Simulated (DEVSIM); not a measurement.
Structure: Co/SiO2/p-Ge capacitor, at 300 K.

| layer (left to right) | material | thickness (nm) | Na (cm⁻³) |
|---|---|---|---|
| 1 | SiO2 | 54.0 | - |
| 2 | Ge | 830 | 5.1e17 |

Metal gate on the left, work function 5 eV. Fixed charge at the semiconductor interface -5.7e11 cm⁻² (in units of +e); no interface traps.

This is a model device: material constants are rounded textbook-type values typed into the input, and sizes, dopings and lifetimes were drawn at random. Values at 300 K.

```tsv
parameter	SiO2	Ge
gap (eV)	9	0.664
affinity (eV)	0.9	4
permittivity	3.9	16
Nc (cm⁻³)	-	1.04e19
Nv (cm⁻³)	-	6e18
```

Simulated with DEVSIM: 1D Poisson equation in equilibrium, Boltzmann statistics, complete ionisation; no quantum confinement or tunnelling. Metal contacts follow the ideal Schottky-Mott rule: no Fermi-level pinning, no interface dipoles.

The substrate doping was swept, all else fixed.

| substrate doping (cm^-3) | minimum of the low-frequency capacitance (μF/cm²) | flat-band voltage (V) |
|---|---|---|
| 2.6e16 | 0.0408 | 1.91 |
| 5.1e16 | 0.0444 | 1.89 |
| 1e17 | 0.0483 | 1.87 |
| 2.6e17 | 0.0524 | 1.85 |
| 5.1e17 | ? | 1.83 |
| 1e18 | 0.0571 | 1.81 |

Question: What belongs in the gaps?

Answer: 
- 5.1e17, minimum of the low-frequency capacitance (μF/cm²): 0.0549
